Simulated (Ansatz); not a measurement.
**TiAl under a change: isotropic strain −3.00 %**

The parent structure is TiAl (space group P4/mmm, No. 123; a = 2.8127 Å, c = 4.0616 Å; relaxed with 0.1 eV smearing).

Perturbation: an isotropic linear strain of −3.00 %, atoms relaxed at fixed cell.

Level of theory: DFT with r2SCAN, PAW potentials and a 500 eV plane-wave cutoff in Ansatz (a program for electronic structure), spin-orbit coupling left out. k-mesh 20×20×14 (Γ-centred); smearing 0.1 eV (Fermi–Dirac).

| quantity | base | changed | shift |
|---|---|---|---|
| volume per atom | 16.07 Å³ | 14.66 Å³ | -1.403 Å³ |
| space group | P4/mmm (No. 123) | P4/mmm (No. 123) | – |
| shortest interatomic distance | 281.3 pm | 272.8 pm | -8.44 pm |
| energy relative to the base (free energy F) | 0 meV/atom | +53 meV/atom | +53 meV/atom |
| pressure (mean of the normal stresses, compression positive) | 0.0 GPa | 13.1 GPa | +13.1 GPa |
| band gap | zero | zero | – |

Final structure:

```yaml
crystal:
  lattice:
    - [2.72833, 0.00000, 0.00000]
    - [0.00000, 2.72833, 0.00000]
    - [0.00000, 0.00000, 3.93976]
  atoms:
    - { symbol: Ti, position: [0.00000, 0.00000, 0.00000] }
    - { symbol: Al, position: [0.50000, 0.50000, 0.50000] }
```

Stability against distortions was not tested. The final runs are not spin-polarised.
